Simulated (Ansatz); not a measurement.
**Al: response to strain**

Consider Al in the fcc (Cu type) structure (space group Fm-3m, No. 225; a = 4.015 Å; relaxed with 0.1 eV smearing).

Strains are applied to the cell and any free atomic positions relax.

The values are results of PBEsol in Ansatz (plane waves to 420 eV, PAW, no SOC), not measurements.

Notes on the quantities. energy relative to the base: free energy F.

```csv
change,energy relative to the base,volume per atom
base,0 meV/atom,16.19 Å³
isotropic strain −3.00 %,+37 meV/atom,14.77 Å³
isotropic strain −2.50 %,+25 meV/atom,15.00 Å³
isotropic strain −2.00 %,(withheld),15.23 Å³
isotropic strain −1.00 %,+3.8 meV/atom,15.71 Å³
isotropic strain −0.50 %,(withheld),15.94 Å³
isotropic strain +1.00 %,+3.6 meV/atom,16.68 Å³
isotropic strain +1.50 %,(withheld),16.93 Å³
isotropic strain +2.00 %,(withheld),17.18 Å³
isotropic strain +3.00 %,+30 meV/atom,17.69 Å³
```

Q: Some entries are withheld; estimate them.

A: 
- isotropic strain −2.00 %, energy relative to the base: +16 meV/atom
- isotropic strain −0.50 %, energy relative to the base: +0.9 meV/atom
- isotropic strain +1.50 %, energy relative to the base: +8.0 meV/atom
- isotropic strain +2.00 %, energy relative to the base: +14 meV/atom

Stability against distortions was not tested.

Ansatz is a first-principles code.
